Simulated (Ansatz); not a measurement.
System: TiO₂ (Pbca, No. 61). Method: r²SCAN (Ansatz, a program for electronic structure, PAW).

Numerical settings: plane-wave cutoff 600 eV, 8×4×6 k mesh (along the axes of the cell as run), no spin polarisation, scalar-relativistic PAW data made under PBE.

Computed at the level's own relaxed cell.

Q: Estimate the Voigt–Reuss–Hill bulk modulus, Voigt–Reuss–Hill shear modulus (Hill average), Young modulus and Poisson ratio that the calculation returns.

A: 
* **Voigt–Reuss–Hill bulk modulus**: 216 GPa
* **Voigt–Reuss–Hill shear modulus (Hill average)**: 89.9 GPa
* **Young modulus**: 237 GPa
* **Poisson ratio**: 0.317

Note: the relaxation could not lower the start's symmetry, so the cell can be a saddle point above a distorted one.

Elastic constants are with the ions relaxed.

Computed values are for the static lattice.

It cost very roughly 6 core-hours of CPU time.
